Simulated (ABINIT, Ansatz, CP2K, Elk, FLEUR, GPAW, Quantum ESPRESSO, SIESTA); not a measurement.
**One structure in several programs: AlN (P6_3mc, 4 atoms in the cell)**

Self-consistent single point.

```
AlN
1.0
    3.13485     0.00000     0.00000
   -1.56742     2.71486     0.00000
    0.00000     0.00000     5.02699
Al N
2 2
Direct
  0.66667   0.33333   0.49929
  0.33333   0.66667   0.99929
  0.66667   0.33333   0.88071
  0.33333   0.66667   0.38071
```

All programs got the same cell, k-point mesh and kind of occupations (some realise fixed ones as a very narrow smearing) (in Ansatz's words: kpoints.mp_grid.grid = 12 12 7; scf.occupations.method = fixed); potentials, basis and cutoffs are each program's usual ones.

| code | model | pressure (GPa) | gap on the mesh (eV) | k-points | cutoff |
|---|---|---|---|---|---|
| GPAW | PBE, GPAW PAW datasets PBE (gpaw-data 1.0.1) | – | 4.012 | 76 | 900 eV |
| Elk | PBE, all-electron FP-LAPW, Elk's shipped species files, LAPW+lo basis | – | 3.945 | 133 | rgkmax 7.5 |
| ABINIT | PBE, norm-conserving pseudopotentials (PseudoDojo nc-sr-05 PBE standard) | -1.23 | 4.003 | 76 | 1143 eV |
| Ansatz | PBE, PAW files | -1.24 | 3.996 | 76 | default |
| CP2K | PBE, GPW, DZVP-MOLOPT-SR-GTH basis, GTH-PBE potentials (GTH_POTENTIALS) | -1.35 | 4.110 | 506 | grid 400 Ry |
| Quantum ESPRESSO | PBE, PseudoDojo standard norm-conserving (PBE) pseudopotentials | -1.23 | 4.003 | 76 | 85 Ry |
| FLEUR | PBE, all-electron FLAPW (FLEUR), scalar-relativistic valence | – | 4.014 | 76 | Kmax 4.6 1/bohr |
| SIESTA | GGA PBE, numerical atomic orbitals DZP, PseudoDojo PBE standard norm-conserving potentials (rewritten from UPF to PSML) | 0.75 | 4.101 | 516 | grid 350 Ry |

A dash marks a value that a program does not give, or that is left out as unsure.

Gaps are read on the mesh.

The spread over the programs that give each value: pressure within 2.10 GPa; gap on the mesh within 0.165 eV.

The starting cell comes from a database of computed structures (which also holds hypothetical and non-ambient phases and stackings), without a prior relaxation at this level. Its lattice was rescaled by a random factor within 2.5 % of one.

Q: Why do the programs differ, and what cannot be compared?

A: Differences of this kind can come from the potentials, where these differ, and from what each basis and cutoff leave unconverged. The zero of total energies and Fermi levels follows the potentials and each program's conventions, so they are not compared here. CP2K and SIESTA use small atom-centred bases, whose incompleteness enters pressures, forces and empty levels differently from a plane-wave cutoff. Elk and FLEUR treat all electrons, but the usual bases taken here (sphere radii, linearisation, local orbitals, empty states) were not tested for convergence, so the values are no reference for the others. Ansatz's pressure is given at a fixed set of plane waves, as the other plane-wave codes print theirs; with its correction for the finite basis it is -0.98 GPa (the shift of 0.26 GPa shows how far the cutoff is from converged). The pressure of GPAW is left out: its cutoff lies under the one at which its stress was checked. The programs reduce the same mesh by symmetry to different extents, which changes the work and not the result. In the pressure, SIESTA (by 1.99) lies more than 1 GPa from the median of the plane-wave programs.

Ansatz is a first-principles code.

Keys are those of Ansatz 0.2.
